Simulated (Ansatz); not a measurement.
Start from GaP in the zinc blende structure (space group F-43m, No. 216; a = 5.3914 Å). Axes: x, y, z lie along the cube axes.

Method: LDA (Ansatz, a program for electronic structure, PAW, no spin-orbit coupling).

The change: tensor shear ε_xy = +1.43 % (engineering shear γ = 0.0286); the atoms relax in the strained cell.

Task: Predict the stress tensor and what it implies for the stiffness.

Result: Stress of the strained cell less that of the base (GPa, compression positive):
```
   0.04   -2.03    0.00
  -2.03    0.04    0.00
   0.00    0.00   -0.01
```

Then −Δσ/γ with γ = 2ε = 0.0286 gives secant stiffness values (nonlinear terms included at this strain): C66 ≈ 71 GPa.

Whether these cells are dynamically stable was not tested.
